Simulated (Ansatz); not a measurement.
Results of r²SCAN-D4 in Ansatz (PAW) for fluorite NiSi₂.

Run with plane-wave cutoff 500 eV, 12×12×12 k mesh, Fermi–Dirac smearing 0.05 eV, no spin polarisation, scalar-relativistic PAW data made under PBE.

Computed at the level's own relaxed cell.

Question: Estimate the volume per atom and lattice constant a that the calculation returns.

Answer: 
- volume per atom: 12.87 Å³/atom
- lattice constant a: 5.365 Å

Measured, for comparison: equilibrium volume per atom 13.17 Å³/atom, lattice constant a 5.406 Å (temperature not stated, not corrected to a static lattice; as tabulated in Wikipedia's data pages). Computed (rounded) less measured: equilibrium volume per atom -2.3 %, lattice constant a -0.8 %. A static lattice is as a rule a little smaller and stiffer than an uncorrected measurement, which narrows the difference in the lattice constant a and would widen misses of the other sign.

Cost on a shared machine: around 40 core-seconds (rough).

Ansatz is a first-principles code.
